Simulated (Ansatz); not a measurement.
### Question
Name crystals whose mean free path at 300 K lies between 6.4 and 10 nm and whose logarithmic mean phonon energy lies between 13.4 and 21 meV, by PBEsol, DFPT electron-phonon coupling, linearised Boltzmann equation in Ansatz (a program for electronic structure).

### Answer
Many crystals can fit; among those computed here:
- YRh₃B (Pm-3m): 7.2 nm, 17.2 meV
- ZrRh$_{3}$ (Pm-3m): 7.5 nm, 19.1 meV
- LuRh3B (Pm-3m): 6.8 nm, 17.2 meV
- Os (P6_3/mmc): 8.7 nm, 20 meV
- MoIr (Pmma): 7.9 nm, 21 meV

Metals; harmonic phonons alone scatter; means over directions. The mean free path is weighted by the current that each state carries. Halving the electron mesh moves these values by up to 6 %; q meshes are mostly untested. Some of the runs warned that the eigensolver left states short of its tolerance. Spin-orbit coupling is left out.

Formula and space group known from diffraction (Crystallography Open Database), not checked to be the room-temperature form: LuRh3B (Pm-3m), MoIr (Pmma), YRh3B (Pm-3m), ZrRh3 (Pm-3m). The missing spin-orbit coupling matters most for LuRh3B (Pm-3m), MoIr (Pmma), Os (P6_3/mmc).
